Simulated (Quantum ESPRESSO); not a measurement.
Quantum ESPRESSO is run on YCo₃Ni₂ (P6/mmm, 6 atoms in the cell), and the run fails. The aim is a self-consistent single point with DFT, PBEsol, plane waves, PSlibrary ultrasoft (PBE) pseudopotentials.

Cell that was meant: a = 4.8636 Å, b = 4.8636 Å, c = 4.0076 Å, α = 90.00°, β = 90.00°, γ = 120.00°.

Part of the input:

```fortran
&SYSTEM
   ibrav = 0,
   nat = 6,
   ntyp = 4,
   ecutwfc = 50,
   ecutrho = 350,
   occupations = 'smearing',
```

The program printed (abridged):

```
     This program is part of the open-source Quantum ESPRESSO suite
     for quantum simulation of materials; please cite

 %%%%%%%%%%%%%%%%%%%%%%%%%%%%%%%%%%%%%%%%%%%%%%%%%%%%%%%%%%%%%%%%%%%%%%%%%%%%%%
     Error in routine  card_atomic_species (5010):
     cannot read atomic specie from: CELL_PARAMETERS {angstrom}
 %%%%%%%%%%%%%%%%%%%%%%%%%%%%%%%%%%%%%%%%%%%%%%%%%%%%%%%%%%%%%%%%%%%%%%%%%%%%%%

     stopping ...
```

Q: From the messages shown, name the fault and mend the input.

A: The fault is a species count that does not match the list of species. The number of species decides how many lines of the species card are read. To fix it, make the count match the list. The program stopped before any SCF iteration.

The sound input it was made from differs as follows (other fixes are possible):
```diff
-   ntyp = 4,
+   ntyp = 3,
```

With that input, the run converged in 26 iterations: free energy E − TS -6955.4130 eV; Fermi level (on the code's own zero) 12.72 eV; pressure -7.16 GPa; size of the cell's spin moment 4.96 μB; site moments (μB, in the program's spheres or projections) Y -0.13, Co 1.55, Co 1.55, Co 1.55, Ni 0.43, Ni 0.43 (DFT, PBEsol, plane waves, PSlibrary ultrasoft (PBE) pseudopotentials).

On the sound input: the starting cell comes from a database of computed structures (which also holds hypothetical and non-ambient phases and stackings), without a prior relaxation at this level. The magnetic order is the one reached from the typed start; others were not searched systematically. With a pressure of about -7 GPa the cell is away from its equilibrium volume at this level.
